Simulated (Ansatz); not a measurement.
## SnO2, response to strain

The reference is SnO2 in the rutile structure (space group P4_2/mnm, No. 136; a = 4.7599 Å, c = 3.2008 Å). Axes: x, y, z lie along a, b, c of the conventional cell.

Strains are applied to the cell and any free atomic positions relax; under biaxial strain the out-of-plane vector relaxes too; under stress the whole cell relaxes.

Computed with Kohn–Sham DFT with the r2SCAN functional, run in Ansatz (a quantum-chemistry and plane-wave program) with PAW and 500 eV plane waves, no SOC.

Notes on the quantities. pressure: mean of the normal stresses, compression positive.

```tsv
variant	band gap	electron mass	pressure	space group	shortest interatomic distance
base	1.77 eV	0.19 mₑ along c, 0.22 mₑ across (at Γ)	0.00 GPa	P4_2/mnm (No. 136)	2.059 Å
biaxial strain −2.95 %, plane normal [001], relaxed out of plane	2.08 eV	0.20 mₑ out of plane, 0.23 mₑ in plane (at Γ)	6.94 GPa	P4_2/mnm (No. 136)	2.004 Å
biaxial strain −2.02 %, plane normal [001], relaxed out of plane	1.98 eV	0.20 mₑ out of plane, 0.23 mₑ in plane (at Γ)	4.64 GPa	P4_2/mnm (No. 136)	2.020 Å
biaxial strain +1.36 %, plane normal [001], relaxed out of plane	1.63 eV	0.19 mₑ out of plane, 0.23 mₑ in plane (at Γ)	-2.78 GPa	P4_2/mnm (No. 136)	2.066 Å
isotropic strain +6.00 %	zero	–	-23.8 GPa	P4_2/mnm (No. 136)	2.165 Å
uniaxial strain ε_yy = +3.37 %	1.46 eV	0.18 mₑ along z, 0.22 mₑ across (at Γ)	-5.88 GPa	Pnnm (No. 58)	2.077 Å
uniaxial stress, 0.5 GPa compression along z	1.78 eV	0.19 mₑ along z, 0.23 mₑ across (at Γ)	–	P4_2/mnm (No. 136)	2.060 Å
```

Masses are band curvatures over ±0.01 Å⁻¹ around the edge. Stability under load was not tested beyond the relaxation. The final runs are not spin-polarised. Gaps under 0.05 eV, about the width of the smearing, are given as zero. The zero or small gap of SnO2 under isotropic strain +6.00 % can change with the level of theory.
